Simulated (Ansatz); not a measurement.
Consider the following.

```
CELL_PARAMETERS angstrom
      4.13159     0.00000     0.00000
      0.00000     4.13159     0.00000
      0.00000     0.00000     2.67843
ATOMIC_POSITIONS crystal
  Si 0.00000 0.00000 0.00000
  Si 0.50000 0.50000 0.50000
  O  0.30471 0.30471 0.00000
  O  0.19529 0.80471 0.50000
  O  0.69529 0.69529 0.00000
  O  0.80471 0.19529 0.50000
```

Calculation: PBEsol, rigid bands (plane waves, PAW, scalar-relativistic; Ansatz, a quantum-chemistry and plane-wave program). Condition of this run: biaxial strain xx = yy = -1.5 %, z clamped. Geometry: cell and atoms relaxed with PBEsol, then loaded as said.

Question: What conductivity effective mass do dilute electrons have at 300 K?

Answer: 0.52 (x), 0.52 (y), 0.39 (z) mₑ.

Question: Predict the hole conductivity mass (n e² τ/σ) at 300 K, by direction if it differs.

Answer: 1.09 (x), 1.09 (y), 1.62 (z) mₑ.

Question: And the band gap?

Answer: 5.79 eV at this level; semilocal functionals usually fall short of the measured gap.

Rigid bands, one relaxation time for all states, no polarons. Spin-orbit coupling is left out; where it splits the top of the valence band it changes the hole mass and lowers the gap by about a third of the splitting.
